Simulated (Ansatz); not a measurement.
Start from BeTe in the zinc blende structure (space group F-43m, No. 216).

```
BeTe
1.0
    0.00000     2.83176     2.83176
    2.83176     0.00000     2.83176
    2.83176     2.83176     0.00000
Be Te
1 1
Cartesian
  0.00000   0.00000   0.00000
  1.41588   1.41588   1.41588
```

Calculations: PBE (Ansatz, a first-principles code; PAW; 420 eV plane waves; no spin-orbit coupling).

Base values:

* **Band gap**: 2.03 eV
* **Width of the top valence band**: 3.12 eV
* **Smallest direct gap**: 3.64 eV
* **Pressure**: 0.1 kbar

It is then changed as follows: an isotropic linear strain of +3.00 %; the atoms relax in the strained cell.

Estimate the effect on the band gap, width of the top valence band, energy relative to the base, smallest direct gap and pressure.

The band gap increases by 0.19 eV, from 2.03 eV to 2.22 eV; the width of the top valence band shrinks by 0.39 eV, from 3.12 eV to 2.73 eV; the energy goes up by 30 meV/atom; the smallest direct gap decreases by 0.55 eV to 3.09 eV; the pressure falls by 41.93 kbar (0.1 kbar → -41.9 kbar).

With Te present, leaving out spin-orbit coupling can change the band edges. Whether these cells are dynamically stable was not tested.
